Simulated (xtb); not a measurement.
xtb 6.7.1, GFN2-xTB: Cc1cccc(C)c1B(c1ccc(F)cc1)c1ccc2cc(F)ccc2c1, 46 atoms. The geometry is a generated start, not checked to be a minimum at this level.

```json
{
 "method": "GFN2-xTB",
 "--acc": "1 (default)",
 "--etemp (K)": "300 (default)",
 "detailed input (--input)": "none: ANC optimiser, Lindh (1995) Hessian, microcycle=20, maxdispl=1.0, hlow=0.01 (default)",
 "basis_functions": "127",
 "valence_electrons": "132"
}
```

The structure is relaxed from this start with --opt LEVEL for the levels crude, sloppy, loose, lax, normal, tight, vtight, extreme, once each. Up to the end of the extreme run atoms move by at most 2.9 Å along an axis.

### Question
Choose the cheapest level whose final energy lies within 20 meV of that of extreme.

### Answer
lax: 62 cycles against 130, ending 15 meV above.

```tsv
level	cycles	energy above the extreme run (meV)	gradient norm (eV/Å)
crude	5	280	0.24
sloppy	43	40	0.24
loose	45	38	0.11
lax	62	15	0.049
normal	68	13	0.018
tight	111	0.11	0.011
vtight	119	0.020	0.0076
extreme	130	—	0.0013
```
